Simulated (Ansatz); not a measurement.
Take NiO in the rock salt structure (space group Fm-3m, No. 225; a = 4.1906 Å; ferromagnetic) as the base. Axes: x, y, z lie along the cube axes.

Calculations: Ansatz (an electronic-structure program) r2SCAN, spin-orbit coupling left out, earlier PAW set.

Modification: the symmetric strain tensor [0.0135 -0.0003 -0.0085; -0.0003 0.0100 -0.0105; -0.0085 -0.0105 -0.0141]; the atoms relax in the strained cell.

Q: What does the calculation give for the energy relative to the base after the change?

A: The energy increases by 5.5 meV/atom.

Q: What does the calculation give for the stress after the change?

A: The stress (xx, yy, zz, yz, xz, xy; compression positive) comes out as (-4.2, -3.4, 2.6, 1.8, 1.4, 0.0) GPa.

Stability against distortions was not tested. No Hubbard U is applied and the magnetic state is the run's own (NiO ferromagnetic); small cells can't hold the antiferromagnetic order that many such compounds have, so gaps and moments can be off. In its common phase, real NiO is an antiferromagnetic insulator at low temperature.
